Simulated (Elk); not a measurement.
Input and output of a self-consistent single point for SrZn5 (P6/mmm, 6 atoms in the cell) (Elk).

Computed with PBEsol, spin-orbit coupling in second variation, all-electron FP-LAPW, Elk's shipped species files, APW+lo basis with extra local orbitals run with Elk 10.2.4.

```xyz
6
Lattice="5.4863 0.0000 0.0000 -2.7431 4.7513 0.0000 0.0000 0.0000 4.1986" Properties=species:S:1:pos:R:3 pbc="T T T"
Sr     0.0000     0.0000     0.0000
Zn     2.7431     1.5838     0.0000
Zn     0.0000     3.1675     0.0000
Zn     2.7431     0.0000     2.0993
Zn     1.3716     2.3756     2.0993
Zn    -1.3716     2.3756     2.0993
```

Reference input (self-consistent single point, DFT, PBEsol, all-electron FP-LAPW, Elk's shipped species files, APW+lo basis with extra local orbitals): xctype = 22; rgkmax = 8; swidth = 0.00367493 Ha; ngridk = 5 5 5; tforce = true; gmaxvr = 18 1/bohr; lmaxapw = 10; lmaxo = 8; nxlo = 2; lorbcnd = true; lradstp = 2; nrmtscf = 2. This run's input differs from it in these lines:

```diff
@@ -5,2 +5,5 @@
   22
+
+spinorb
+  .true.
 
@@ -39,2 +42,5 @@
 
+nempty
+  10
+
 swidth
```

The program printed (abridged):

```
│ Self-consistent loop started │
│ Loop number : 1 │
 total energy                :     -12138.6744619
 total moment                :   0.9868388577E-21  0.1074008099E-21  0.2571024327E-20
│ Loop number : 2 │
 total energy                :     -12139.7017076
 total moment                :  -0.6118103811E-21  0.1111848908E-20  0.4265121415E-20
RMS change in Kohn-Sham potential (target) :   0.8579794834E-01 (  0.1000000000E-05)
Absolute change in total energy (target)   :    1.027245614     (  0.1000000000E-03)
│ Loop number : 3 │
 total energy                :     -12140.4852328
   [... lines left out ...]
 total energy                :     -12151.6166547
 total moment                :   0.4859486097E-21 -0.1123592152E-20 -0.1265700144E-20
RMS change in Kohn-Sham potential (target) :   0.2764329781E-07 (  0.1000000000E-05)
Absolute change in total energy (target)   :   0.1493340460E-03 (  0.1000000000E-03)
│ Loop number : 16 │
 total energy                :     -12151.6166509
 total moment                :  -0.2820074963E-21 -0.5005818548E-21  0.3126271281E-20
RMS change in Kohn-Sham potential (target) :   0.1233407000E-07 (  0.1000000000E-05)
Absolute change in total energy (target)   :   0.4105392327E-04 (  0.1000000000E-03)
Convergence targets achieved

│ Loop number : 17 │

Energies :
 Fermi                       :     0.231234395390
 xc effective B-field        :    -0.213860716741E-11
 external B-field            :      0.00000000000
 total energy                :     -12151.6166470
 (external B-field energy excluded from total)

Density of states at Fermi energy :    83.20110336
 (states/Hartree/unit cell)

Estimated indirect band gap :   0.1716624414E-02
 from k-point      1 to k-point      9
Estimated direct band gap   :   0.5182939753E-02
 at k-point      9

Charges :
 core                        :    88.00000000
 valence                     :    100.0000000
 interstitial                :    8.024931972
 muffin-tins (core leakage)
  species :    1 (Sr)
   atom    1                 :    35.91008811     (  0.4642248200E-04)
  species :    2 (Zn)
   [... lines left out ...]
 total moment                :   0.2084955783E-21 -0.6870730606E-21 -0.6801768154E-21
   [... lines left out ...]
   total force               :     0.00000000    0.00000000   -0.00000000
   total magnitude           :     0.00000000
  atom :    5
   Hellmann-Feynman          :     0.00000000    0.00000000   -0.00000000
   IBS                       :    -0.00000000    0.00000000    0.00000000
   total force               :     0.00000000    0.00000000    0.00000000
   total magnitude           :     0.00000000
```

The run converged in 17 iterations. The count includes the last loop, which Elk runs after its targets are met. 

The starting cell comes from a database of computed structures (which also holds hypothetical and non-ambient phases and stackings), without a prior relaxation at this level. Values depend on the basis (sphere radii, cutoffs, local orbitals), which need not be converged. The log's line on a gap gives a spacing of levels on this mesh, which the program prints for metals too.

Cost on one core of a shared machine: roughly 20 min.
